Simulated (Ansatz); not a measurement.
Consider MgTe in the zinc blende structure (space group F-43m, No. 216; a = 6.509 Å).

Method: Ansatz (a first-principles code), PBE, PAW, cutoff 420 eV, scalar-relativistic without spin-orbit coupling.

Before the change:

| Property | Result |
|---|---|
| Valley order | Γ 2.33 eV; X along ⟨100⟩ 2.88 eV; L along ⟨111⟩ 3.17 eV |
| Shortest interatomic distance | 2.819 Å |

It is then changed as follows: cell and atoms relaxed at a pressure of 4.5 GPa.

Problem. Predict the new valley order and shortest interatomic distance.

Solution. The valley order (the lowest conduction-band minima on the path, energy above the VBM, named in the base's zone) becomes X along ⟨100⟩ 2.72 eV; Γ 2.81 eV; L along ⟨111⟩ 3.43 eV (base: Γ 2.33 eV; X along ⟨100⟩ 2.88 eV; L along ⟨111⟩ 3.17 eV); the shortest interatomic distance decreases by 0.0982 Å to 2.720 Å.

Spin-orbit coupling, missing from the scalar runs, can matter with Te. The levels and masses belong to the bands next to the band gap. Load acts through the strain it causes; cell and atoms are relaxed under it. Whether these cells are dynamically stable was not tested. Tetrahedral semiconductors of this kind turn to denser phases somewhere between about 1 and 50 GPa; those were not computed, so compressed cells here can lie past the real transition.
